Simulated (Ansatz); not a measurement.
# Metal–metal bond length (Å) in related cells

A. Au (fcc, Fm-3m)
B. Pt (fcc, Fm-3m)

Computed with Ansatz (plane waves, PAW), its PAW set soft_1. Each column's cells are at rest at that level. No structure search was made; lower ones may exist. Atoms count as bonded under 1.18 times the sum of their covalent radii (1.35 for H and a metal); two metal atoms count in their first shell alone, and not where both have two or more other neighbours. Mean, with the range where bonds differ.

| system | PBE | r2SCAN (own geometry) |
|---|---|---|
| A | 2.940 | 2.916 |
| B | 2.809 | 2.787 |

With PBE the value of A exceeds that of B by 0.131 Å. With r2SCAN (own geometry) the value of A exceeds that of B by 0.129 Å.

Ansatz is a program for electronic structure.
